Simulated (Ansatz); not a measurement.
Output of an Ansatz run (abridged):

```
WARN ansatz: RAYON_NUM_THREADS=1 ignored (pool sized by the plan → 1); use --threads N
Pseudopotentials: kind: paw
Pseudopotential: Ti, paw, valence charge 12
Pseudopotential: Si, paw, valence charge 4
Crystal: 8 atoms, lattice volume = 119.880 Å³
Basis set: ecut = 420.4159175005146 eV, 2337 PW (Γ)
Bands: 40, of which v1, the nominal top of the filled ones, is band 32 counted from 1 (31 counted from 0)
Symmetry: 2 space group operations
Space group: Pm (ITA 6), of the structure as read, at distance tolerance 4.9e-5 Å
k-points: 32 of 105 (time reversal used)
PAW frozen core: Ti, regenerated for the run's functional, and the local potential with it
PAW frozen core: Si, regenerated for the run's functional, and the local potential with it
Initial density: superposition of atomic densities (neutral atoms: chi_scale 0, normalization atom), corrected by the library's trained network
Initial wavefunctions: pseudopotential atomic-orbital guess
Eigensolver: davidson
Functional: x = slater, c = lda
SCF iter   1: F=—  HF=-12242.567119 eV  |F-HF|=—  |Δ(HF+E_count)|=         —  Δρ=6.10e-3  dr2=4.81e-2  ethr=1.77e-3  ⟨swp⟩=6.0  Hψ=5381  notcnv=0
all-band conjugate gradients solve this SCF's bands
preconditioner: auto → Kerker (q_TF=auto, 2.457 Å⁻¹)
SCF iter   2: F=—  HF=-12242.558330 eV  |F-HF|=—  |Δ(HF+E_count)|=   8.79e-3  Δρ=3.52e-3  dr2=1.19e-2  ethr=7.52e-5  ⟨swp⟩=2.0  Hψ=1700  notcnv=0
SCF iter   3: F=—  HF=-12242.555985 eV  |F-HF|=—  |Δ(HF+E_count)|=   2.34e-3  Δρ=1.01e-3  dr2=1.77e-3  ethr=1.86e-5  ⟨swp⟩=2.5  Hψ=2438  notcnv=0
SCF iter   4: F=—  HF=-12242.555589 eV  |F-HF|=—  |Δ(HF+E_count)|=   3.97e-4  Δρ=1.97e-4  dr2=3.69e-5  ethr=2.76e-6  ⟨swp⟩=2.0  Hψ=1714  notcnv=0
SCF iter   5: F=—  HF=-12242.555593 eV  |F-HF|=—  |Δ(HF+E_count)|=   3.88e-6  Δρ=4.15e-5  dr2=1.86e-6  ethr=5.77e-8  ⟨swp⟩=2.0  Hψ=1863  notcnv=0
SCF iter   6: F=—  HF=-12242.555592 eV  |F-HF|=—  |Δ(HF+E_count)|=   3.18e-7  Δρ=9.28e-6  dr2=1.07e-7  ethr=2.91e-9  ⟨swp⟩=2.0  Hψ=1742  notcnv=0
SCF iter   7: F=-12242.555592 eV  HF=-12242.555592 eV  |F-HF|=4.52e-9  |Δ(HF+E_count)|=   2.60e-8  Δρ=2.30e-6  dr2=7.41e-9  ethr=1.56e-10  ⟨swp⟩=5.7  Hψ=4674  notcnv=0
SCF 1 converged in 7 iterations: F = -12242.555592 eV  dr2 = 7.41e-9
SCF converged after 7 iterations
Free energy (F): -12242.555592 eV
Harris-Foulkes:  -12242.555592 eV  (|F-HF|=4.52e-9)
Internal energy: -12242.460720 eV  (E = F + TS)
E sigma→0 (E₀):  -12242.508156 eV
Entropy (-TS):   -0.094872 eV (-11.859 meV/atom)
Fermi energy:    12.498263 eV
--- Per-component energies (eV) ---
  E_band       = -564.089978
  E_kinetic    = 1263.532182
  E_local      = -3765.666814  (includes V_loc(G=0)·N_el)
  E_nonlocal   = 155.752113
  E_hartree    = 1583.381339
  E_xc         = -613.935003
  E_vxc        = -685.573313  (∫ρ·V_xc dr)
  E_paw        = -5941.228541  (= ΣΔE_a)
  E_vpaw       = -698.893753  (= ΣTr[D̂ρ^β])
  E_aug_tail   = 0.000423  (compensation charges beyond the density's cutoff)
  E_ewald      = -4925.937543
  E_core_change = 1.641124  (= ΣΔE_core)
  E_smearing   = -0.094872  (= −TS)
  E_closure    = 0.000000  (closes the sum)
  Σ components = -12242.555592   (vs F -12242.555592, Δ=0.00e0)
--- Forces (eV/Å), atoms counted from 1 ---
  atom   1  Ti    -0.01837038     0.00000000    -0.50945548
  atom   2  Ti    -0.01422565     0.00000000     0.03455617
  atom   3  Ti    -0.03983883     0.00000000     0.05087227
  atom   4  Ti     0.02096499     0.00000000     0.03433402
  atom   5  Si     0.02295162     0.00000000     0.13029837
  atom   6  Si     0.02196769     0.00000000     0.20543081
  atom   7  Si    -0.08280734     0.00000000    -0.10135993
  atom   8  Si     0.08935742     0.00000000     0.15532339
  max |Σ_I F_I| component: 4.79e-7 eV/Å
--- Stress (GPa, compression-positive) ---
       -8.084916       0.000000      -0.326007
        0.000000      -8.723790       0.000000
       -0.326008       0.000000      -7.865181
  P = ⅓ Tr σ = -8.2246 GPa (-82.246 kbar)
  The stress holds the Pulay correction. Without it, at fixed plane waves, as pw.x and ABINIT print it: P = -8.2782 GPa
--- Band table (eV; the first three rows and the last of 32) ---
  k-point 0: bands = ["-43.7258", "-43.7069", "-43.6979", "-43.6883", "-20.4059", "-20.4019", "-20.3669", "-20.3434", "-20.3378", "-20.3182", "-20.2963", "-20.2693", "-20.2360", "-20.2352", "-20.2214", "-20.1886", "0.7508", "2.3132", "5.9382", [...]
  k-point 1: bands = ["-43.7232", "-43.7051", "-43.7006", "-43.6899", "-20.4177", "-20.3831", "-20.3603", "-20.3451", "-20.3364", "-20.3102", "-20.2907", "-20.2762", "-20.2442", "-20.2417", "-20.2212", "-20.1964", "0.9352", "2.2468", "5.7700", [...]
  k-point 2: bands = ["-43.7165", "-43.7078", "-43.7003", "-43.6942", "-20.4138", "-20.3917", "-20.3521", "-20.3210", "-20.3183", "-20.3050", "-20.2951", "-20.2755", "-20.2684", "-20.2563", "-20.2190", "-20.2110", "1.4136", "1.9473", "5.6499", [...]
  k-point 31: bands = ["-43.7067", "-43.7032", "-43.7006", "-43.6988", "-20.3960", "-20.3894", "-20.3790", "-20.3693", "-20.3391", "-20.3253", "-20.3152", "-20.3002", "-20.2453", "-20.2413", "-20.2349", "-20.2233", "3.0598", "3.5004", "4.3366", [...]
```

The structure:

```xyz
8
Lattice="6.5448 0.0000 0.0000 0.0000 3.6499 0.0000 0.0000 0.0000 5.0184" Properties=species:S:1:pos:R:3 pbc="T T T"
Ti     4.4222     0.9125     1.9158
Ti     2.1226     2.7374     3.1527
Ti     5.3950     2.7374     4.3750
Ti     1.1498     0.9125     0.6435
Si     3.5599     0.9125     4.2928
Si     2.9849     2.7374     0.7257
Si     6.2573     2.7374     1.7836
Si     0.2875     0.9125     3.2349
```

Task: What input produced this log?

Result: Other spellings and defaults could give the same log, and not every line can be read from it. The input that was run (DFT, LDA (PW92), plane waves, default PAW files made with PBE):

Ansatz 0.2 input:
```yaml
# TiSi
crystal:
  lattice:
    - [6.544791, 0.000000, 0.000000]
    - [0.000000, 3.649899, 0.000000]
    - [0.000000, 0.000000, 5.018447]
  atoms:
    - { symbol: Ti, position: [0.675680, 0.250000, 0.381743] }
    - { symbol: Ti, position: [0.324320, 0.750000, 0.628220] }
    - { symbol: Ti, position: [0.824320, 0.750000, 0.871780] }
    - { symbol: Ti, position: [0.175680, 0.250000, 0.128220] }
    - { symbol: Si, position: [0.543930, 0.250000, 0.855400] }
    - { symbol: Si, position: [0.456070, 0.750000, 0.144600] }
    - { symbol: Si, position: [0.956070, 0.750000, 0.355400] }
    - { symbol: Si, position: [0.043930, 0.250000, 0.644600] }
basis:
  ecutwfc: 30.9 Ry
kpoints:
  mp_grid: { grid: [3, 7, 5] }
hamiltonian:
  xc: lda
  pseudopotentials: { kind: paw }
scf:
  occupations: { method: fermi_dirac, width: 0.0073 Ry }
output:
  forces: true
  eigenvalues: true
  stress: true
```

The starting cell comes from a database of computed structures (which also holds hypothetical and non-ambient phases and stackings), without a prior relaxation at this level. Its lattice was rescaled by up to half a per cent. One atom was moved a little off its site on purpose. Spin polarisation is off. With a pressure of about -8 GPa the cell is away from its equilibrium volume at this level. Ansatz's pressure includes its estimate of the finite-basis (Pulay) stress.

Ansatz is a first-principles code.
